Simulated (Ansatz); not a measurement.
Base system: HfO2 (space group P2_1/c, No. 14).

```
HfO2
1.0
    5.11406     0.00000     0.00000
    0.00000     5.18158     0.00000
   -0.87114     0.00000     5.22313
Hf O
4 8
Cartesian
  1.23119   0.21683   1.08757
  3.44730   2.80762   1.52399
  3.01173   4.96474   4.13556
  0.79561   2.37396   3.69914
  0.05858   1.72948   1.79684
  4.61990   4.32027   0.81473
  4.18433   3.45210   3.42630
 -0.37699   0.86131   4.40840
  1.87404   3.92590   2.49934
  2.80444   1.33511   0.11223
  2.36887   1.25567   2.72379
  1.43847   3.84646   5.11090
```

Cartesian axes are those of the cell as printed.

Level of theory: Kohn–Sham DFT with the r2SCAN functional, run in Ansatz (a program for electronic structure) with PAW and 500 eV plane waves, without spin-orbit coupling.

Strains are applied to the cell and any free atomic positions relax; under biaxial strain the out-of-plane vector relaxes too.

One change was made to it. Results:

```csv
quantity,base,after
"pressure (mean of the normal stresses, compression positive)",0.00 GPa,1.37 GPa
gap character,"indirect, Γ → Y₂","indirect, Γ → Y₂"
band gap,4.59 eV,4.61 eV
```

Task: What was done to the base?
(A) biaxial strain −2.65 %, plane normal [001], relaxed out of plane
(B) uniaxial strain ε_yy = +2.53 %
(C) biaxial strain −0.47 %, plane normal [001], relaxed out of plane
(D) strain tensor (xx, yy, zz, yz, xz, xy) = (+0.90, −0.18, −0.62, −0.21, +1.41, −0.01) %

Result: C, biaxial strain −0.47 %, plane normal [001], relaxed out of plane. For comparison, the band gap in the other runs: strain tensor (xx, yy, zz, yz, xz, xy) = (+0.90, −0.18, −0.62, −0.21, +1.41, −0.01) % gives 4.67 eV; uniaxial strain ε_yy = +2.53 % gives 4.57 eV; biaxial strain −2.65 %, plane normal [001], relaxed out of plane gives 4.81 eV.

With Hf present, leaving out spin-orbit coupling can change the band edges. No phonon test of stability was made. k-point labels follow each cell's own Brillouin zone.
